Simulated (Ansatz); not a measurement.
The reference is HgI$_{2}$ in the 2H-MoS2 type structure (space group P6_3/mmc, No. 194; a = 4.071 Å, c = 13.559 Å; a hypothetical phase, not in the database extracts checked; layered, stacked along the Cartesian z axis).

It is then changed as follows: a free-standing slab of 2 layers (6 atoms, 3 a layer) is cut normal to the stacking axis, with 15 Å of vacuum and the in-plane cell relaxed.

Levels (all Ansatz, an electronic-structure program, PAW, earlier PAW set): PBEsol-D3(BJ) (420 eV, without spin-orbit coupling); r2SCAN (500 eV, no spin-orbit coupling); HSE06 (420 eV, no spin-orbit coupling); PBEsol+SOC (420 eV, spin-orbit coupling included).

At the geometry relaxed with PBEsol-D3(BJ), these levels gave the following band gaps, in shuffled order: (a) 0.62 eV, (b) 0.90 eV, (c) 0.28 eV, (d) 1.38 eV.

Question: Match each gap to its level.

Answer: (a) PBEsol-D3(BJ); (b) r2SCAN; (c) PBEsol+SOC; (d) HSE06.

Single points use the geometry relaxed with PBEsol-D3(BJ). The hybrid gap comes from the SCF mesh plus the semilocal run's edge points and a few special points and is an upper bound. Differences between runs with and without spin-orbit coupling are approximate. Spin-orbit coupling, missing from the scalar runs, can matter with Hg and I. Whether these cells are dynamically stable was not tested. The runs without spin-orbit coupling are not spin-polarised. The zero or small gap of HgI2 can change with the level of theory.
